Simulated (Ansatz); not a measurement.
# BN, element substitutions

Take BN in the zinc blende structure (space group F-43m, No. 216; a = 3.6051 Å) as the base.

Each row replaces one element on all its sites; cell and atoms are relaxed.

Level of theory: Ansatz (a quantum-chemistry and plane-wave program) PBEsol, no SOC, earlier PAW set.

```csv
change,band gap,shortest interatomic distance,density
base,4.29 eV,1.561 Å,3.52 g/cm³
B → Al,3.19 eV,1.895 Å,3.25 g/cm³
B → Be,zero,1.701 Å,2.52 g/cm³
B → Ge,zero,[?],[?]
```

Problem. What belongs in the blanks?

Solution. 
- B → Ge, shortest interatomic distance: 2.046 Å
- B → Ge, density: 5.46 g/cm³

Stability against distortions was not tested. As relaxed here, BeN and GeN are hypothetical phases, not in the database extracts checked. The final runs are not spin-polarised. An odd electron count without spin: BeN and GeN. This is not the structure that AlN has at room temperature and ambient pressure.
